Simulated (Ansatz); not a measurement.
HfCdO3 (model structure, started from the tetragonal perovskite type, P4mm, No. 99, 5 atoms in the cell) was calculated with r²SCAN+SOC in Ansatz (PAW).

Numerical settings: plane-wave cutoff 560 eV, 14×14×14 k mesh, Fermi–Dirac smearing 0.05 eV, PAW data made under PBE.

Cell (relaxed with PBEsol):

```xyz
5
Lattice="4.0689 0.0000 0.0000 0.0000 4.0689 0.0000 0.0000 0.0000 4.1929" Properties=species:S:1:pos:R:3 pbc="T T T"
Hf     2.0345     2.0345     1.8023
Cd     0.0000     0.0000     0.3084
O      2.0345     2.0345     3.7645
O      2.0345     0.0000     1.4775
O      0.0000     2.0345     1.4775
```

**Question.** Give the computed band gap.

**Answer.** 
- band gap = 0.89 eV (on the SCF k mesh)

Note: the relaxation could raise the start's symmetry but not lower it, so the cell can be a saddle point; cell and atoms aren't relaxed at this level (largest force component 0.13 eV/Å, pressure 0.8 GPa).

The computed numbers hold no vibrational or temperature effects.

A model structure was made by putting elements into a prototype or built by hand; it is no filed structure, need not be a known phase, and can be a saddle point held by its symmetry.

Ansatz is a first-principles code.
